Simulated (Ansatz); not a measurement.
Functionals compared on N on the 1x1 (110) surface of bcc Fe, ferromagnetic, one in a 2x2 cell, started at the site 'bridge Fe-Fe (span 2.8 Å)', in Ansatz (plane waves, PAW). The structure was relaxed with PBE; the other rows are single points on it, each with its references at the same level. Cutoff 420 eV.

Set-up: 21 atoms, 8.0 Å thick at the start under the adsorbate (thin: gaps and levels are the slab's own); mesh 6x6x1; 0.1 eV smearing; dipole correction on; 8 atoms held, the rest relaxed; held to the start's symmetry, so lower structures may exist; spin-polarised, no spin-orbit, no U, no dispersion correction. At the end it is bonded to 4 Fe. In PBE it is, or lies within 0.03 eV of, the lowest of the starts that converged. These notes are the PBE run's. RPBE: The program's check for a lower electronic state was not made. Adsorption energies are against ½ N2(g). A negative adsorption energy means that the adsorbate is more stable on the surface than in its reference.

```tsv
functional	adsorption energy (eV)	work function of the top face (eV)	change of the work function (eV)	magnetic moment of the cell (μB)	rough cost of the single point
PBE	-1.32	4.97	0.17	45.74	–
RPBE	-0.93	4.80	0.16	46.54	very roughly 5 core-minutes
```

Ansatz is a program for electronic structure.
